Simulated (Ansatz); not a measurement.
**A constructed model of the (111) surface of fcc Cu, a pseudomorphic layer of Ru in the host's stacking (bottom of the slab: a bare face, its two planes held)**

Level of theory: PBE (plane waves to 420 eV, PAW; Ansatz, a first-principles code).

Set-up: 7 atoms, 13.0 Å thick at the start with caps and adatoms (thin: gaps and levels are the slab's own); mesh 17x17x1; 0.1 eV smearing; dipole correction on; 2 atoms held, the rest relaxed; symmetry of the start imposed; no spin, no spin-orbit, no U. In PBE it is, or lies within 0.01 eV a 1x1 cell of, the lowest of the 2 structures of its composition computed so far; subsurface sites and larger cells were not tried.

```
Quantity                                                Result
-----------------------------  -------------------------------
work function of the top face                          5.49 eV
energy released by relaxation                          0.18 eV
cost                           around 110 core-seconds (rough)
```
